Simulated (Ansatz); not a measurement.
Consider the following.

```
CELL_PARAMETERS angstrom
      3.75838     0.00000     0.00000
     -1.87919     3.25486     0.00000
      0.00000     0.00000     6.23206
ATOMIC_POSITIONS crystal
  Zn 0.33333 0.66667 0.00140
  Zn 0.66667 0.33333 0.50140
  S  0.33333 0.66667 0.37360
  S  0.66667 0.33333 0.87360
```

Calculation: PBE with spin-orbit coupling, rigid bands (plane waves, PAW; Ansatz, a first-principles code). Condition of this run: biaxial stress in the c plane of 1 GPa (compression positive) (the target of the relaxation). How the cell was made: cell and atoms relaxed with PBEsol, then loaded as said.

**Question.** What conductivity effective mass do dilute electrons have at 300 K?

**Answer.** 0.21 (x), 0.21 (y), 0.170 (z) mₑ.

**Question.** Predict the hole conductivity mass (n e² τ/σ) at 300 K, by direction if it differs.

**Answer.** 0.99 (x), 0.99 (y), 1.57 (z) mₑ.

**Question.** And the band gap?

**Answer.** 2.28 eV at this level; semilocal functionals usually fall short of the measured gap.

Rigid bands, one relaxation time for all states, no polarons. Geometry: cell and atoms relaxed with PBEsol.
